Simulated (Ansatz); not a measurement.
Start from ZnS in the wurtzite structure (space group P6_3mc, No. 186).

```xyz
4
Lattice="3.8451 0.0000 0.0000 -1.9226 3.3300 0.0000 0.0000 0.0000 6.3057" Properties=species:S:1:pos:R:3 pbc="T T T"
Zn     1.9226     1.1100     6.3048
Zn     0.0000     2.2200     3.1519
S      1.9226     1.1100     3.9433
S      0.0000     2.2200     0.7904
```

Cartesian axes are those of the cell as printed.

Computed with PBE (Ansatz, a program for electronic structure; PAW; 420 eV plane waves; no spin-orbit coupling), earlier PAW set.

Base values:

| Item | Value |
|---|---|
| Electron mass | 0.16 mₑ along c, 0.18 mₑ across (at Γ) |
| Band gap | 2.07 eV |

One thing is altered: compressive biaxial strain of 0.57 % in the plane normal to [001], as in epitaxy on a mismatched substrate; the out-of-plane cell vector and the atoms relax.

Task: What happens to the out-of-plane strain, electron mass and band gap?

Result: The out-of-plane strain amounts to +0.32 %; the electron mass changes from 0.16 mₑ along c, 0.18 mₑ across (at Γ) to 0.15 mₑ out of plane, 0.18 mₑ in plane (at Γ); the band gap increases by 0.01 eV to 2.08 eV.

Masses are band curvatures over ±0.01 Å⁻¹ around the edge. Whether these cells are dynamically stable was not tested.
